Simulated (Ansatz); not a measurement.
Take InAs in the zinc blende structure (space group F-43m, No. 216; a = 6.0261 Å) as the base. Axes: x, y, z lie along the cube axes.

Computed with LDA, PAW, 420 eV (Ansatz, an electronic-structure program; no SOC).

Now apply this change: the cell is scaled by 0.9850 in all directions, atoms relaxed at fixed cell.

Task: Predict the stress tensor and what it implies for the stiffness.

Result: Stress of the strained cell less that of the base (GPa, compression positive):
```
    3.0     0.0     0.0
    0.0     3.0     0.0
    0.0     0.0     3.0
```

Then B = −ΔP/(ΔV/V₀) with ΔV/V₀ = -0.0443 gives secant stiffness values (nonlinear terms included at this strain): B ≈ 69 GPa.

As a check, the harmonic strain energy −½ V₀ Δσ:ε is 12 meV/atom; the computed energy rise is 11 meV/atom.

A case with no gap was solved on a k-mesh chosen for an insulator, which is coarse for it. Stability against distortions was not tested. All final runs are without spin polarisation.
